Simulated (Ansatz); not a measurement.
An Ansatz (a program for electronic structure) input for monoclinic HfO2 with two N and one O vacancy, 48 sites:

Ansatz 0.2 input:
```yaml
crystal:
  lattice:
    - [10.426740095, -0.028777387, -0.024366478]
    - [-0.029058855, 10.360292936, 0.078840132]
    - [-0.919778289, 0.042412282, 5.34298173]
  atoms:
    - { symbol: Hf, position: [0.137709531, 0.225672401, 0.725312047] }
    - { symbol: Hf, position: [0.127255616, 0.722688206, 0.681544996] }
    - { symbol: Hf, position: [0.644481205, 0.226819966, 0.703145442] }
    - { symbol: Hf, position: [0.644670908, 0.728988745, 0.7172873] }
    - { symbol: Hf, position: [0.359814793, 0.263046203, 0.274188713] }
    - { symbol: Hf, position: [0.374841108, 0.768117686, 0.335978424] }
    - { symbol: Hf, position: [0.863565297, 0.271693213, 0.289739532] }
    - { symbol: Hf, position: [0.858189384, 0.769736722, 0.288277951] }
    - { symbol: Hf, position: [0.372598156, 0.467136838, 0.767126239] }
    - { symbol: Hf, position: [0.369619087, 0.996836464, 0.788245974] }
    - { symbol: Hf, position: [0.864182006, 0.475177035, 0.785418714] }
    - { symbol: Hf, position: [0.872256198, 0.981405829, 0.802120594] }
    - { symbol: Hf, position: [0.126457206, 0.035603334, 0.216819644] }
    - { symbol: Hf, position: [0.137627873, 0.523098781, 0.198641078] }
    - { symbol: Hf, position: [0.636460096, 0.018368416, 0.214270414] }
    - { symbol: Hf, position: [0.635311375, 0.518066001, 0.204517201] }
    - { symbol: N, position: [0.021598776, 0.102677164, 0.88233778] }
    - { symbol: O, position: [0.028836241, 0.587484076, 0.852516846] }
    - { symbol: O, position: [0.536488648, 0.091108751, 0.855691556] }
    - { symbol: O, position: [0.529773224, 0.591956086, 0.858993027] }
    - { symbol: O, position: [0.470649411, 0.404087143, 0.126357902] }
    - { symbol: O, position: [0.450358712, 0.906882374, 0.135051557] }
    - { symbol: O, position: [0.97232654, 0.406649651, 0.1377138] }
    - { symbol: O, position: [0.978979016, 0.895147052, 0.140111861] }
    - { symbol: O, position: [0.475444352, 0.337000755, 0.628194431] }
    - { symbol: O, position: [0.480709817, 0.844563716, 0.656421137] }
    - { symbol: O, position: [0.96755793, 0.345379711, 0.633866342] }
    - { symbol: O, position: [0.969818839, 0.841805433, 0.634256225] }
    - { symbol: O, position: [0.026547025, 0.15792127, 0.381985587] }
    - { symbol: O, position: [0.025316868, 0.648936466, 0.358035923] }
    - { symbol: O, position: [0.531606568, 0.153438102, 0.357935688] }
    - { symbol: O, position: [0.530261089, 0.650669715, 0.368768961] }
    - { symbol: O, position: [0.228583103, 0.385506688, 0.957659516] }
    - { symbol: O, position: [0.727296391, 0.370800847, 0.967931052] }
    - { symbol: O, position: [0.727472637, 0.870726255, 0.982454159] }
    - { symbol: N, position: [0.274725021, 0.117408482, 0.021172886] }
    - { symbol: O, position: [0.248150926, 0.685892682, 0.034688845] }
    - { symbol: O, position: [0.770956291, 0.125610265, 0.034897369] }
    - { symbol: O, position: [0.773221156, 0.626333858, 0.027669069] }
    - { symbol: O, position: [0.273720988, 0.129163206, 0.522348229] }
    - { symbol: O, position: [0.274210357, 0.61824071, 0.530978265] }
    - { symbol: O, position: [0.772658551, 0.117677613, 0.525389086] }
    - { symbol: O, position: [0.774308474, 0.62002712, 0.526413575] }
    - { symbol: O, position: [0.231794283, 0.37904402, 0.451711464] }
    - { symbol: O, position: [0.230043583, 0.87787154, 0.506085337] }
    - { symbol: O, position: [0.724804443, 0.37434389, 0.465176842] }
    - { symbol: O, position: [0.722140894, 0.871790003, 0.467892632] }
basis:
  ecutwfc: 500
  ecutrho_ratio: 4
  xc_grid: 4
kpoints:
  mp_grid: { grid: [2, 2, 4] }
hamiltonian:
  xc: r2scan
  dispersion: none
  pseudopotentials: { kind: paw }
scf:
  n_extra_bands: 36
  occupations: { method: fermi_dirac, width: 0.01 }
  convergence: { dr2_threshold: 0.000000001 }
output:
  eigenstates: { kpoints: [[0, 0, 0]], e_range: [-4, 6], localisation: true }
  eigenvalues: true
```

Level of theory: r2SCAN (plane waves to 500 eV, PAW; Ansatz). No spin–orbit coupling. Its k-point mesh 2×2×4, Fermi–Dirac width 0.01 eV.

**Question.** Write the closing report of this run, without the band table and long remarks, to eight decimals at most.

**Answer.** 
```
SCF converged after 13 iterations
Free energy (F): -269080.473541 eV
Harris-Foulkes:  -269080.473541 eV  (|F-HF|=0.00e0)
Internal energy: -269080.473541 eV  (E = F + TS)
E sigma→0 (E₀):  -269080.473541 eV
Fermi energy:    15.362446 eV
--- Per-component energies (eV) ---
  E_band       = -967.466099
  E_kinetic    = 12099.302896
  E_local      = -101335.001618  (includes V_loc(G=0)·N_el)
  E_nonlocal   = -18492.487987
  E_hartree    = 46291.344251
  E_xc         = -6783.526259
  E_vxc        = -7924.221820  (∫ρ·V_xc dr)
  E_paw        = -116120.428152  (= ΣΔE_a)
  E_vpaw       = 21667.746332  (= ΣTr[D̂ρ^β])
  E_aug_tail   = 0.029915  (compensation charges beyond the density's cutoff)
  E_vtau       = 434.476693  (kinetic-family band-sum trace: ∫τ·v_τ [+ j·A + Jᵃ·Aᵃ] dr)
  E_ewald      = -84743.865521
  E_core_change = 4.158934  (= ΣΔE_core)
  E_smearing   = 0.000000  (= −TS)
  E_closure    = 0.000000  (closes the sum)
  Σ components = -269080.473541   (vs F -269080.473541, Δ=0.00e0)
```

Cost: very roughly 11 core-minutes.
